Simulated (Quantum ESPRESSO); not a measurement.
Input and output of a self-consistent single point for SrCuGe (P-6m2, 3 atoms in the cell) (Quantum ESPRESSO).

Computed with PBEsol, PSlibrary PAW (PBE) pseudopotentials (plane waves; Quantum ESPRESSO).

```xyz
3
Lattice="4.1541 0.0000 0.0000 -2.0770 3.5975 0.0000 0.0000 0.0000 4.6702" Properties=species:S:1:pos:R:3 pbc="T T T"
Sr     2.0770     1.1992     0.0000
Cu     0.0000     0.0000     2.3351
Ge     0.0000     2.3983     2.3351
```

Reference input (self-consistent single point, DFT, PBEsol, plane waves, PSlibrary PAW (PBE) pseudopotentials): ecutwfc = 50 Ry; ecutrho = 350 Ry; occupations = smearing; smearing = mp; degauss = 0.0073499 Ry; input_dft = pbesol; K_POINTS = automatic 7 7 6 0 0 0; conv_thr = 1e-09 Ry. This run's input differs from it in these lines:

```diff
@@ -14,4 +14,4 @@
    ntyp = 3
-   ecutwfc = 50
-   ecutrho = 350
+   ecutwfc = 45
+   ecutrho = 315
    occupations = 'smearing'
```

Log, with long lists cut:

```
     Self-consistent Calculation

     iteration #  1     ecut=    45.00 Ry     beta= 0.70

     Threshold (ethr) on eigenvalues was too large:
     Diagonalizing with lowered threshold

     total energy              =    -627.90628496 Ry
     estimated scf accuracy    <       0.16755357 Ry

     iteration #  2     ecut=    45.00 Ry     beta= 0.70

     total energy              =    -627.90559133 Ry
     estimated scf accuracy    <       0.79745631 Ry

     iteration #  3     ecut=    45.00 Ry     beta= 0.70

     total energy              =    -628.00689620 Ry
     estimated scf accuracy    <       0.00770900 Ry

   [... 5 blocks of this kind left out ...]

     iteration #  9     ecut=    45.00 Ry     beta= 0.70

     total energy              =    -628.00961532 Ry
     estimated scf accuracy    <          4.0E-09 Ry

     iteration # 10     ecut=    45.00 Ry     beta= 0.70
     End of self-consistent calculation

     the Fermi energy is     7.7857 ev

!    total energy              =    -628.00961532 Ry
     estimated scf accuracy    <          9.9E-11 Ry
     smearing contrib. (-TS)   =      -0.00005507 Ry
     internal energy E=F+TS    =    -628.00956025 Ry

     convergence has been achieved in  10 iterations

     Forces acting on atoms (cartesian axes, Ry/au):

     atom    1 type  1   force =    -0.00000000   -0.00000000    0.00000000
   [... zero for the other atoms too ...]

     Total force =     0.000000     Total SCF correction =     0.000000

          total   stress  (Ry/bohr**3)                   (kbar)     P=      -12.24
  -0.00007500   0.00000000   0.00000000          -11.03        0.00        0.00
   0.00000000  -0.00007500  -0.00000000            0.00      -11.03       -0.00
   0.00000000   0.00000000  -0.00009968            0.00        0.00      -14.66

   JOB DONE.
```

The run converged in 10 iterations. Against the reference run the free energy goes up by 8.4 meV/atom and the pressure moves little (-1.17 to -1.22 GPa).

The starting cell comes from a database of computed structures (which also holds hypothetical and non-ambient phases and stackings), without a prior relaxation at this level. Spin polarisation is off.

Cost on one core of a shared machine: roughly 50 s.
